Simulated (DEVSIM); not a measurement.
Structure: Schottky contact on n-type Si, at 300 K.

```tsv
layer (left to right)	material	thickness (μm)	Nd (cm⁻³)	τn (s)	τp (s)
1	Si	4.60	2e17	3.7e-7	3.7e-7
```

Left contact: Schottky, work function 4.75 eV, emission velocity 6.1e6 cm/s. Right contact: ohmic. Voltage is applied to the left contact. Recombination: SRH at mid-gap. Mobility is constant in doping. Where it depends on doping, it is μmin + (μ − μmin)/(1 + (N/Nref)^α).

This is a model device: material constants are rounded textbook-type values typed into the input, and sizes, dopings and lifetimes were drawn at random. Values at 300 K; Nc and Nv go as T^1.5, mobilities as T to minus their exponent, the gap by Varshni's rule with the affinity fixed. The table also holds parameters that only a changed run uses.

```tsv
parameter	Si
gap (eV)	1.124
affinity (eV)	4.05
permittivity	11.7
Nc (cm⁻³)	2.86e19
Nv (cm⁻³)	3.1e19
μn (cm²/Vs)	1417
μp (cm²/Vs)	470
μn,min	52
μp,min	45
Nref,n	9.7e16
Nref,p	2.2e17
αn	0.68
αp	0.72
T exponent of μn	2.3
T exponent of μp	2.2
Cn (cm⁶/s)	2.8e-31
Cp (cm⁶/s)	9.9e-32
Varshni α (eV/K)	0.000473
Varshni β (K)	636
```

Simulated with DEVSIM: 1D drift-diffusion, Boltzmann statistics, complete ionisation; no tunnelling, impact ionisation, image-force lowering or self-heating. Metal contacts follow the ideal Schottky-Mott rule: no Fermi-level pinning, no interface dipoles.

Base results: dark forward voltage at 100 A/cm² (V) 0.378; dark forward voltage at 1 A/cm² (V) 0.258; largest field in the device at zero bias (V/cm) 180000; potential step across the device at zero bias (V) 0.572.

### Question
What follows from this one change: thickness of layer 1 4.6 → 23 μm?

### Answer
dark forward voltage at 100 A/cm² 0.378 → 0.383 V; dark forward voltage at 1 A/cm² little changed (0.258 V); largest field in the device at zero bias little changed (180000 V/cm); potential step across the device at zero bias little changed (0.572 V).

### Question
What follows from this one change: metal work function 4.75 → 4.65 eV?

### Answer
dark forward voltage at 100 A/cm² 0.378 → 0.278 V; dark forward voltage at 1 A/cm² 0.258 → 0.158 V; largest field in the device at zero bias 180000 → 160000 V/cm; potential step across the device at zero bias 0.572 → 0.472 V.

### Question
What follows from this one change: doping Nd of layer 1 2e+17 → 6e+15 cm^-3?

### Answer
dark forward voltage at 100 A/cm² 0.378 → 0.422 V; dark forward voltage at 1 A/cm² 0.258 → 0.263 V; largest field in the device at zero bias 180000 → 29000 V/cm; potential step across the device at zero bias 0.572 → 0.481 V.
